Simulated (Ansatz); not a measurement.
## A constructed model of the (111) surface of fcc Rh, (√3x√3)R30° layer of Bi, one a cell, in the other hollow (bottom of the slab: a bare face, its two planes held)

The numbers are results of PBE (plane waves to 420 eV, PAW; Ansatz, a program for electronic structure), not measurements.

Model: 19-atom slab, 13.6 Å thick at the start, 9x9x1 mesh, Fermi-Dirac 0.1 eV, dipole correction, 6 atoms held, the rest relaxed; symmetry of the start imposed; no spin, no spin-orbit, no U. In PBE it lies 0.01 eV a 1x1 cell over the lowest computed structure of the same composition ((√3x√3)R30° layer of Bi, one a cell, on the site that continues the host's stacking).

| Quantity | Result |
|---|---|
| work function of the top face | 3.87 eV |
| energy released by relaxation | 0.70 eV |
| cost | roughly 17 core-minutes |
